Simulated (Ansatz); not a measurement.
Take BaCu₂S₂ (space group I4/mmm, No. 139; a = 3.837 Å, c = 12.406 Å; a cell from a computed database, its experimental status unchecked) as the base.

Levels (all Ansatz, a quantum-chemistry and plane-wave program, PAW): PBEsol (420 eV, no spin-orbit coupling); r2SCAN (500 eV, without spin-orbit coupling); HSE06 (420 eV, scalar-relativistic without spin-orbit coupling).

One geometry, relaxed with PBEsol, under each level:

```json
[
 {"level": "PBEsol", "band gap": "0.36 eV", "lowest conduction level above the VBM at special points": "Γ 0.36 eV; M 0.59 eV; S 1.18 eV; S₀ 1.18 eV", "pressure": "-0.01 GPa"},
 {"level": "r2SCAN", "band gap": "0.66 eV", "lowest conduction level above the VBM at special points": "Γ 0.66 eV; M 0.87 eV; S 1.52 eV; S₀ 1.52 eV", "pressure": "3.66 GPa"},
 {"level": "HSE06", "band gap": "1.32 eV", "lowest conduction level above the VBM at special points": "Γ 1.32 eV; M 1.51 eV; S 2.18 eV", "pressure": "–"}
]
```

Single points use the geometry relaxed with PBEsol. Their cutoffs differ, which shifts pressures a little. Stability against distortions was not tested. The final runs are not spin-polarised.
